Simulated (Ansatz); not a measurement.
YN, pressure series

The parent structure is YN in the rock salt structure (space group Fm-3m, No. 225; a = 4.9058 Å).

Cell and atoms are relaxed at each pressure.

All numbers come from PBE/PAW in Ansatz (an electronic-structure program), no SOC.

```csv
pressure (GPa),volume per atom (Å³/atom)
-2,14.949
-1,?
0,14.759
0.3,14.732
0.7,14.695
1.5,14.623
3,14.494
5,14.330
7.5,14.137
```

Q: Fit the third-order Birch–Murnaghan form P(V) = (3B₀/2)[(V₀/V)^(7/3) − (V₀/V)^(5/3)]·[1 + (3/4)(B₀′ − 4)((V₀/V)^(2/3) − 1)] (squares taken in P) to the rows shown and predict the withheld row.

A: Least squares on the printed values gives V₀ = 14.759 Å³/atom, B₀ = 160 GPa, B₀′ = 4.0; this predicts 14.853 Å³/atom, and the run gives 14.852 Å³/atom, in agreement.

Load acts through the strain it causes; cell and atoms are relaxed under it. Stability against distortions was not tested. Competing high-pressure phases were not computed. The base started in Pnma and relaxed to Fm-3m at this level.
